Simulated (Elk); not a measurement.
# A self-consistent single point of Cu₃Au (Pm-3m, 4 atoms in the cell) with Elk

Method of the run: PBE, all-electron FP-LAPW, Elk's shipped species files, APW+lo basis with extra local orbitals in Elk.

Input:

```
tasks
  0

xctype
  20

rgkmax
  7.5

gmaxvr
  16.0

nxlo
  2

lorbcnd
  .true.

rmtscf
  0.92

lmaxi
  2

stype
  0

swidth
  0.00183747

maxscl
  100

avec
    7.1693847011    0.0000000000    0.0000000000
    0.0000000000    7.1693847011    0.0000000000
    0.0000000000    0.0000000000    7.1693847011

sppath
  './'

atoms
  2
  'Cu.in'
  3
  0.0000000000  0.5000000000  0.5000000000    0.0 0.0 0.0
  0.5000000000  0.0000000000  0.5000000000    0.0 0.0 0.0
  0.5000000000  0.5000000000  0.0000000000    0.0 0.0 0.0
  'Au.in'
  1
  0.0000000000  0.0000000000  0.0000000000    0.0 0.0 0.0

ngridk
  9 9 9
```

Log, with long lists cut:

```
│ Elk code version 10.2.4 │

All units are atomic (Hartree, Bohr, etc.)

│ Ground-state run starting from atomic densities │

Lattice vectors :
   7.169384701       0.000000000       0.000000000
   0.000000000       7.169384701       0.000000000
   0.000000000       0.000000000       7.169384701

Unit cell volume      :    368.5069256
Brillouin zone volume :   0.6731222569

Muffin-tin inner radius fraction :   0.1000000000E-01

Nuclei treated as point charges

Species :    1 (Cu)
 parameters loaded from : Cu.in
 name : copper
 nuclear charge    :   -29.00000000
 electronic charge :    29.00000000
 atomic mass :    115837.2717
 muffin-tin radius :    2.208000000
 number of radial points in muffin-tin :    497
 atomic positions (lattice), magnetic fields (Cartesian) :
   1 :   0.00000000  0.50000000  0.50000000    0.00000000  0.00000000  0.00000000
   2 :   0.50000000  0.00000000  0.50000000    0.00000000  0.00000000  0.00000000
   3 :   0.50000000  0.50000000  0.00000000    0.00000000  0.00000000  0.00000000

Species :    2 (Au)
 parameters loaded from : Au.in
 name : gold
 nuclear charge    :   -79.00000000
 electronic charge :    79.00000000
 atomic mass :    359048.0559
 muffin-tin radius :    2.576000000
 number of radial points in muffin-tin :    697
 atomic positions (lattice), magnetic fields (Cartesian) :
   1 :   0.00000000  0.00000000  0.00000000    0.00000000  0.00000000  0.00000000

Total number of atoms per unit cell :    4

Spin treatment :
 spin-unpolarised

Number of Bravais lattice symmetries :   48
Number of crystal symmetries         :   48
Crystal has inversion symmetry
Real symmetric eigensolver will be used

k-point grid :      9     9     9
k-point offset :    0.000000000       0.000000000       0.000000000
k-point set is reduced with full crystal symmetry group
Total number of k-points :       35

Muffin-tin radius times maximum |G+k| :    7.500000000
 using average radius
   [... lines left out ...]
 potential will be trimmed for |G| > 2 gkmax
Constant for pseudocharge density :   10
Radial integration step length :    4

G-vector grid sizes :     40    40    40
Number of G-vectors :    25533

Maximum angular momentum used for
 APW functions                      :    8
 outer part of muffin-tin           :    6
 inner part of muffin-tin           :    2

Total nuclear charge    :   -166.0000000
Total core charge       :    84.00000000
Total valence charge    :    82.00000000
Total excess charge     :    0.000000000
Total electronic charge :    166.0000000

Effective Wigner radius, rₛ :   0.8092505172

Number of empty states         :   16
Total number of valence states :   57
Total number of core states    :   84

Conduction state local-orbitals added automatically
Total number of local-orbitals :  346

Exchange-correlation functional :     20     0     0
 Perdew-Burke-Ernzerhof, Phys. Rev. Lett. 77, 3865 (1996)
 gradient requirement :    1
 generalised gradient approximation (GGA)

Smearing type :    0
 Gaussian
Smearing width :   0.1837470000E-02
Effective electronic temperature (K) :    580.2271348

Mixing type :    3
 Broyden mixing, J. Phys. A: Math. Gen. 17, L317 (1984)

Kohn-Sham potential initialised from atomic data
│ Self-consistent loop started │
│ Loop number : 1 │
 total energy                :     -23974.0223567
│ Loop number : 2 │
 total energy                :     -23976.1172603
RMS change in Kohn-Sham potential (target) :   0.3510299580     (  0.1000000000E-05)
Absolute change in total energy (target)   :    2.094903633     (  0.1000000000E-03)
│ Loop number : 3 │
 total energy                :     -23979.8659085
RMS change in Kohn-Sham potential (target) :   0.3306594435     (  0.1000000000E-05)
Absolute change in total energy (target)   :    4.272374155     (  0.1000000000E-03)
│ Loop number : 4 │
 total energy                :     -23984.7576678
RMS change in Kohn-Sham potential (target) :   0.2791045080     (  0.1000000000E-05)
Absolute change in total energy (target)   :    5.959852816     (  0.1000000000E-03)
│ Loop number : 5 │
 total energy                :     -23990.9754710
RMS change in Kohn-Sham potential (target) :   0.2208944342     (  0.1000000000E-05)
Absolute change in total energy (target)   :    7.707766432     (  0.1000000000E-03)
   [... lines left out ...]
Absolute change in total energy (target)   :   0.5478343777E-02 (  0.1000000000E-03)
│ Loop number : 14 │
 total energy                :     -24013.3270066
RMS change in Kohn-Sham potential (target) :   0.1466775678E-05 (  0.1000000000E-05)
Absolute change in total energy (target)   :   0.2027748880E-02 (  0.1000000000E-03)
│ Loop number : 15 │
 total energy                :     -24013.3269152
RMS change in Kohn-Sham potential (target) :   0.8505722159E-06 (  0.1000000000E-05)
Absolute change in total energy (target)   :   0.5983278097E-03 (  0.1000000000E-03)
│ Loop number : 16 │
 total energy                :     -24013.3268474
RMS change in Kohn-Sham potential (target) :   0.2893907729E-06 (  0.1000000000E-05)
Absolute change in total energy (target)   :   0.2173970279E-03 (  0.1000000000E-03)
│ Loop number : 17 │
 total energy                :     -24013.3268192
RMS change in Kohn-Sham potential (target) :   0.9117406273E-07 (  0.1000000000E-05)
Absolute change in total energy (target)   :   0.8252662883E-04 (  0.1000000000E-03)
Convergence targets achieved

│ Loop number : 18 │

Energies :
 Fermi                       :     0.283312058039
 sum of eigenvalues          :     -14559.0515057
 electron kinetic            :      26937.1767936
 core electron kinetic       :      25499.9542879
 Coulomb                     :     -50381.7897213
 Coulomb potential           :     -40754.0660934
 nuclear-nuclear             :     -2013.97391720
 electron-nuclear            :     -55981.5655148
 Hartree                     :      7613.74971070
 Madelung                    :     -30004.7566746
 xc potential                :     -742.162205885
 exchange                    :     -559.737317923
 correlation                 :     -8.97658320932
 total energy                :     -24013.3268288

Density of states at Fermi energy :    11.10106871
 (states/Hartree/unit cell)

Estimated indirect band gap :   0.7665214947E-02
 from k-point     15 to k-point     13
Estimated direct band gap   :   0.1029199014E-01
 at k-point     23

Charges :
 core                        :    84.00000000
 valence                     :    82.00000000
 interstitial                :    4.933182409
 muffin-tins (core leakage)
  species :    1 (Cu)
   atom    1                 :    27.77017952     (  0.4685493504E-03)
   atom    2                 :    27.77017952     (  0.4685493504E-03)
   atom    3                 :    27.77017952     (  0.4685493504E-03)
  species :    2 (Au)
   atom    1                 :    77.75627904     (  0.3285986498E-03)
 total in muffin-tins        :    161.0668176
 total calculated charge     :    165.9792028
 total charge                :    166.0000000
 error                       :   0.2079723386E-01

│ Self-consistent loop stopped │
```

The run converged in 18 iterations. The count includes the last loop, which Elk runs after its targets are met.

The starting cell has typed, rounded lattice constants, without a prior relaxation at this level. Its lattice was rescaled by a random factor within 2.5 % of one. Spin-orbit coupling is off. Spin polarisation is off. Values depend on the basis (sphere radii, cutoffs, local orbitals), which need not be converged. The log's line on a gap gives a spacing of levels on this mesh, which the program prints for metals too.

Cost on one core of a shared machine: roughly 70 s.
